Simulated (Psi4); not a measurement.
Psi4 1.11, PBE0/def2-svp: La(F)2(Br) ([F][La]([F])[Br]), 4 atoms. The geometry is a generated start, not checked to be a minimum at this level.

| Quantity | Value |
|---|---|
| task | energy |
| method | pbe0 |
| basis | def2-svp |
| memory | 3 GB |
| maxiter | 100 |
| keys of the molecule block | symmetry c1 |
| scf_type | df (default) |
| e_convergence | 1e-06 (default) |
| d_convergence | 1e-06 (default) |
| dft_radial_points | 75 (default) |
| dft_spherical_points | 302 (default) |
| effective core potentials | those of the basis set, past Kr |
| basis functions | 92 |
| grid points | 87356 |

```xyz
4

La     0.1124    -0.1512     0.1669
F      1.9225    -0.6545    -0.2830
F     -0.9795    -0.5938     1.7005
Br    -1.0553     1.3994    -1.5843
```

Charge 0 and multiplicity 1 are set for this test and not shown to be the ground state.

With the defaults (diis = true, scf_initial_accelerator = adiis, damping_percentage = 0, level_shift = 0, level_shift_cutoff = 0.01, guess = auto, which took SAD, diis_max_vecs = 10, soscf = false, soscf_start_convergence = 0.01) it converges in 9 SCF iterations. One run each on 2 threads, with these changes:
- level_shift = 0.5, level_shift_cutoff = 0.001
- guess = modhuckel
- guess = core
- guess = sadno
- diis = false, scf_initial_accelerator = none, damping_percentage = 60
- guess = sap
- scf_initial_accelerator = none
- soscf = true, soscf_start_convergence = 0.001
- diis_max_vecs = 3

Problem. Which of these changes keep the SCF from converging, or lead it to another solution?

Solution. No convergence: diis = false, scf_initial_accelerator = none, damping_percentage = 60 (the run ends without SCF convergence in 100 iterations). The rest reach the solution of the defaults.

```json
[
 {"setting": "soscf = true, soscf_start_convergence = 0.001", "SCF iterations": "7", "JK calls": "18", "end": "same solution"},
 {"setting": "the defaults", "SCF iterations": "9", "JK calls": "10", "end": "same solution"},
 {"setting": "level_shift = 0.5, level_shift_cutoff = 0.001", "SCF iterations": "9", "JK calls": "10", "end": "same solution"},
 {"setting": "scf_initial_accelerator = none", "SCF iterations": "9", "JK calls": "10", "end": "same solution"},
 {"setting": "guess = sadno", "SCF iterations": "10", "JK calls": "10", "end": "same solution"},
 {"setting": "guess = sap", "SCF iterations": "10", "JK calls": "10", "end": "same solution"},
 {"setting": "guess = modhuckel", "SCF iterations": "10", "JK calls": "38", "end": "same solution"},
 {"setting": "guess = core", "SCF iterations": "13", "JK calls": "13", "end": "same solution"},
 {"setting": "diis_max_vecs = 3", "SCF iterations": "14", "JK calls": "15", "end": "same solution"},
 {"setting": "diis = false, scf_initial_accelerator = none, damping_percentage = 60", "SCF iterations": "100", "JK calls": "101", "end": "no convergence"}
]
```

An SOSCF iteration holds several JK calls; a Hückel guess adds calls on atoms.
